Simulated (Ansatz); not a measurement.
Band structure of LaTl (Pm-3m, 2 atoms in the cell).

```xyz
2
Lattice="3.9724 0.0000 0.0000 0.0000 3.9724 0.0000 0.0000 0.0000 3.9724" Properties=species:S:1:pos:R:3 pbc="T T T"
La     0.0000     0.0000     0.0000
Tl     1.9862     1.9862     1.9862
```

Computed with PBEsol, PAW files made with PBE (plane waves; Ansatz, a first-principles code).

Settings: kpoints.mp_grid.grid = 8 8 8; hamiltonian.xc = pbesol; hamiltonian.pseudopotentials = {kind: paw} (the program's default PAW files); scf.occupations.method = gaussian; scf.occupations.width = 0.1 eV; kpoints.band_path.npoints = 8.

The starting cell comes from a database of computed structures (which also holds hypothetical and non-ambient phases and stackings), without a prior relaxation at this level. Spin-orbit coupling is off.

Levels in eV from the Fermi level, bands 9 to 15:
```json
[
 {"point": "Γ", "9": "-11.20", "10": "-7.91", "11": "-0.26", "12": "-0.26", "13": "1.32", "14": "1.32", "15": "1.32"},
 {"point": "X", "9": "-11.12", "10": "-6.05", "11": "-3.08", "12": "-0.02", "13": "0.56", "14": "0.56", "15": "1.42"},
 {"point": "M", "9": "-11.03", "10": "-6.25", "11": "-0.45", "12": "-0.45", "13": "0.21", "14": "1.36", "15": "1.53"},
 {"point": "R", "9": "-11.03", "10": "-4.73", "11": "-2.36", "12": "-2.36", "13": "-2.36", "14": "1.59", "15": "1.59"}
]
```

Bands cross the Fermi level along this path, so the cell is metallic at this level.

Keys are those of Ansatz 0.2.
